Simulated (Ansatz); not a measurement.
Density of states of CaCd2P2 (P-3m1, 5 atoms in the cell).

```xyz
5
Lattice="4.2204 0.0000 0.0000 -2.1102 3.6550 0.0000 0.0000 0.0000 7.3015" Properties=species:S:1:pos:R:3 pbc="T T T"
Ca     0.0000     0.0000     0.0000
Cd     0.0000     2.4367     4.5999
Cd     2.1102     1.2183     2.7015
P      0.0000     2.4367     1.8984
P      2.1102     1.2183     5.4031
```

Computed with PBEsol, default PAW files made with PBE (plane waves; Ansatz, a program for electronic structure).

SCF settings: basis.ecutwfc = 30.9 Ry; kpoints.mp_grid.grid = 7 7 4; hamiltonian.xc = pbesol; hamiltonian.pseudopotentials = {kind: paw} (the program's default PAW files); scf.occupations.method = gaussian; scf.occupations.width = 0.0037 Ry. Keys of the DOS step: output.dos.nscf_kmesh.grid = 11 11 6; output.dos.method = {smearing: {sigma: 0.3}} eV.

The starting cell was generated: these elements placed on a structure prototype, without a prior relaxation; it need not be a known phase or ordering of this composition. Its lattice was rescaled by a random factor within 2.5 % of one.

Total DOS (both spins), as means of the tabulated values in each energy bin; the zero is the program's Fermi level or highest filled level, and the curve is cut to this window:

(E (eV), states/eV/cell): (-7.75, 1.35); (-7.25, 0.02); (-6.75, 0.00); (-6.25, 0.01); (-5.75, 0.44); (-5.25, 2.00); (-4.75, 2.97); (-4.25, 1.64); (-3.75, 1.30); (-3.25, 2.42); (-2.75, 3.08); (-2.25, 3.21); (-1.75, 3.73); (-1.25, 2.29); (-0.75, 0.78); (-0.25, 0.12); (0.25, 0.03); (0.75, 0.62); (1.25, 2.57)

The gap on the SCF mesh is 0.63 eV.

Keys are those of Ansatz 0.2.
